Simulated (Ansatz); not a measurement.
# 1T (CdI2-type) CaI₂

Calculation: HSE06-D3(BJ) in Ansatz (plane waves, PAW).

Cell: relaxed at this level.

```json
{
  "interlayer_binding_energy": "19.0 meV/Å²",
  "layer_repeat_distance": "6.784 Å",
  "gap_between_the_layers": "3.244 Å"
}
```

Note: the volume lies 6 % below that of the published cell.

Spin–orbit coupling is not included.

The computed numbers hold no vibrational or temperature effects.

Ansatz is an electronic-structure program.
